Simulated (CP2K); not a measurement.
CP2K run on LaBi3 (Pm-3m, 4 atoms in the cell): self-consistent single point.

Method: LDA (Pade form), GPW, DZVP-MOLOPT-SR-GTH basis, GTH-PADE potentials (GTH_POTENTIALS) (CP2K).

```
CELL_PARAMETERS angstrom
      4.98620     0.00000     0.00000
      0.00000     4.98620     0.00000
      0.00000     0.00000     4.98620
ATOMIC_POSITIONS crystal
  La 0.00000 0.00000 0.00000
  Bi 0.50000 0.00000 0.50000
  Bi 0.00000 0.50000 0.50000
  Bi 0.50000 0.50000 0.00000
```

Reference input (self-consistent single point, DFT LDA (Pade form), GPW, DZVP-MOLOPT-SR-GTH basis, GTH-PADE potentials (GTH_POTENTIALS)): CUTOFF = 500 Ry; REL_CUTOFF = 40 Ry; SMEAR/METHOD = FERMI_DIRAC; ELECTRONIC_TEMPERATURE = 580.23 K; KPOINTS/SCHEME = MONKHORST-PACK 5 5 5; XC_FUNCTIONAL = PADE; La/BASIS_SET = DZVP-MOLOPT-SR-GTH-q11; La/POTENTIAL = GTH-PADE-q11; Bi/BASIS_SET = DZVP-MOLOPT-SR-GTH-q5; Bi/POTENTIAL = GTH-PADE-q5; METHOD = GPW; EPS_DEFAULT = 1e-10. This run's input differs from it in these lines:

```diff
@@ -40,3 +40,3 @@
     &KPOINTS
-      SCHEME MONKHORST-PACK 5 5 5
+      SCHEME MACDONALD 6 6 6 0.08333333333 0.08333333333 0.08333333333
     &END KPOINTS
```

The program printed (abridged):

```
 SCF WAVEFUNCTION OPTIMIZATION

  Step     Update method      Time    Convergence         Total energy    Change
     1 NoMix/Diag. 0.20E+00      -     1.14215925       -49.0918794075 -4.91E+01
     2 Broy./Diag. 0.20E+00      -     0.03381434       -48.7820834461  3.10E-01
     3 Broy./Diag. 0.20E+00      -     0.06639995       -48.7474492233  3.46E-02
     4 Broy./Diag. 0.20E+00      -     0.01211962       -48.7269216333  2.05E-02
     5 Broy./Diag. 0.20E+00      -     0.00303941       -48.6815207987  4.54E-02
     6 Broy./Diag. 0.20E+00      -     0.00136997       -48.6691910559  1.23E-02
   [... 2 lines left out ...]
     9 Broy./Diag. 0.20E+00      -     0.00001311       -48.6723804693  2.05E-04
    10 Broy./Diag. 0.20E+00      -     0.00000061       -48.6723561029  2.44E-05
    11 Broy./Diag. 0.20E+00      -     0.00000132       -48.6723723666 -1.63E-05
    12 Broy./Diag. 0.20E+00      -     0.00000004       -48.6723750466 -2.68E-06
  *** SCF run converged in    12 steps ***

  Overlap energy of the core charge distribution:               0.00000000000032
  Self energy of the core charge distribution:                -98.77130687181157
  Core Hamiltonian energy:                                     19.24136130570464
  Hartree energy:                                              39.26879712689718
  Exchange-correlation energy:                                 -8.41016362096419
  Electronic entropic energy:                                  -0.00106298637438
  Fermi energy:                                                 0.25192419081391

  Total energy:                                               -48.67237504659330
  Total energy (extrapolated to T->0):                        -48.67184355340611

                     Mulliken Population Analysis

   [... lines left out ...]

 STRESS| Analytical stress tensor [bar]
 STRESS|                        x                   y                   z
 STRESS|      x       -1.96990159489E+04   7.35658679410E-05   7.35671841283E-05
 STRESS|      y        7.35658679410E-05  -1.96989511542E+04   7.35669530311E-05
 STRESS|      z        7.35671841283E-05   7.35669530311E-05  -1.96989671312E+04
 STRESS| 1/3 Trace                                            -1.96989780781E+04
```

The run converged in 12 iterations. Against the reference run the free energy rises by 10.5 meV/atom and the pressure goes from -2.10 to -1.97 GPa.

The starting cell comes from a database of computed structures (which also holds hypothetical and non-ambient phases and stackings), without a prior relaxation at this level. Its lattice was rescaled by a random factor within 2.5 % of one. Values carry the incompleteness of an atom-centred basis.

Cost on one core of a shared machine: roughly 90 s.
